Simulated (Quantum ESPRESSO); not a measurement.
Worked example: self-consistent single point of SbPt (P6_3/mmc, 4 atoms in the cell) in Quantum ESPRESSO.

Level of theory: PBEsol, SSSP 1.1.2 efficiency (PBE) pseudopotentials (plane waves; Quantum ESPRESSO).

The change in words: lattice scaled by 0.98. Reference geometry:
```
CELL_PARAMETERS angstrom
      4.14527     0.00000     0.00000
     -2.07264     3.58991     0.00000
      0.00000     0.00000     5.49655
ATOMIC_POSITIONS crystal
  Sb 0.66667 0.33333 0.75000
  Sb 0.33333 0.66667 0.25000
  Pt 0.00000 0.00000 0.50000
  Pt 0.00000 0.00000 0.00000
```

Reference input (self-consistent single point, DFT, PBEsol, plane waves, SSSP 1.1.2 efficiency (PBE) pseudopotentials): ecutwfc = 40 Ry; ecutrho = 320 Ry; occupations = smearing; smearing = fermi-dirac; degauss = 0.0073499 Ry; input_dft = pbesol; potentials = {Sb: sb_pbe_v1.4.uspp.F.UPF, Pt: pt_pbe_v1.4.uspp.F.UPF}; K_POINTS = automatic 8 8 5 0 0 0; conv_thr = 1e-11 Ry; mixing_beta = 0.7. This run's input differs from it in these lines:

```diff
@@ -26,5 +26,5 @@
 CELL_PARAMETERS angstrom
-   4.145273660     0.000000000     0.000000000
-  -2.072636830     3.589912295     0.000000000
-   0.000000000     0.000000000     5.496548000
+   4.062368565     0.000000000     0.000000000
+  -2.031184282     3.518114377     0.000000000
+   0.000000000     0.000000000     5.386617000
 ATOMIC_POSITIONS crystal
```

The program printed (abridged):

```
     Self-consistent Calculation

     iteration #  1     ecut=    40.00 Ry     beta= 0.70

     negative rho (up, down):  3.392E-01 0.000E+00

     total energy              =    -786.88480074 Ry
     estimated scf accuracy    <       6.03937479 Ry

     iteration #  2     ecut=    40.00 Ry     beta= 0.70

     negative rho (up, down):  3.583E-01 0.000E+00

     total energy              =    -788.59436777 Ry
     estimated scf accuracy    <       7.37092101 Ry

     iteration #  3     ecut=    40.00 Ry     beta= 0.70

     negative rho (up, down):  3.575E-01 0.000E+00

     total energy              =    -789.83517484 Ry
     estimated scf accuracy    <       0.03426635 Ry

   [... 6 blocks of this kind left out ...]

     iteration # 10     ecut=    40.00 Ry     beta= 0.70

     negative rho (up, down):  3.580E-01 0.000E+00

     total energy              =    -789.84476955 Ry
     estimated scf accuracy    <          1.5E-11 Ry

     iteration # 11     ecut=    40.00 Ry     beta= 0.70

     negative rho (up, down):  3.580E-01 0.000E+00
     End of self-consistent calculation

     the Fermi energy is    17.6532 ev

!    total energy              =    -789.84476955 Ry
     estimated scf accuracy    <          5.1E-13 Ry
     smearing contrib. (-TS)   =      -0.00501066 Ry
     internal energy E=F+TS    =    -789.83975889 Ry

     convergence has been achieved in  11 iterations

     negative rho (up, down):  3.580E-01 0.000E+00

     Forces acting on atoms (cartesian axes, Ry/au):

     atom    1 type  1   force =     0.00000000    0.00000000   -0.00000000
   [... zero for the other atoms too ...]

     Total force =     0.000000     Total SCF correction =     0.000000

     negative rho (up, down):  3.580E-01 0.000E+00
          total   stress  (Ry/bohr**3)                   (kbar)     P=      112.66
   0.00075551  -0.00000000   0.00000000          111.14       -0.00        0.00
  -0.00000000   0.00075551   0.00000000           -0.00      111.14        0.00
   0.00000000   0.00000000   0.00078662            0.00        0.00      115.72

   JOB DONE.
```

The run converged in 11 iterations. Against the reference run the free energy goes up by 46.6 meV/atom and the pressure goes from 0.95 to 11.27 GPa. The full log also holds: “c_bands:  1 eigenvalues not converged”.

The starting cell comes from a database of computed structures (which also holds hypothetical and non-ambient phases and stackings), without a prior relaxation at this level. Its lattice was rescaled by a random factor within 2.5 % of one. For this run, on top of that: lattice scaled by 0.98. Spin-orbit coupling is off. Spin polarisation is off. With a pressure of about 11 GPa the cell is away from its equilibrium volume at this level.

Cost on one core of a shared machine: roughly 30 s.
